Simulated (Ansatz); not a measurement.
# NaCl, pressure series

The parent structure is NaCl in the rock salt structure (space group Fm-3m, No. 225).

```xyz
2
Lattice="0.0000 2.8007 2.8007 2.8007 0.0000 2.8007 2.8007 2.8007 0.0000" Properties=species:S:1:pos:R:3 pbc="T T T"
Cl     0.0000     0.0000     0.0000
Na     2.8007     2.8007     2.8007
```

Cell and atoms are relaxed at each pressure.

Calculations: Ansatz (a first-principles code), PBEsol, PAW, cutoff 420 eV, no spin-orbit coupling, earlier PAW set.

Candidates:
(a) pressure 7 GPa
(b) pressure −2 GPa
(c) pressure 50 GPa

For the base:

```
Property   Result
--------  -------
Band gap  5.01 eV
```

### Question
Order them by band gap, lowest first.

### Answer
(b) pressure −2 GPa (4.67 eV), (a) pressure 7 GPa (5.78 eV), (c) pressure 50 GPa (6.37 eV)

Load acts through the strain it causes; cell and atoms are relaxed under it. No phonon test of stability was made. Competing high-pressure phases were not computed.
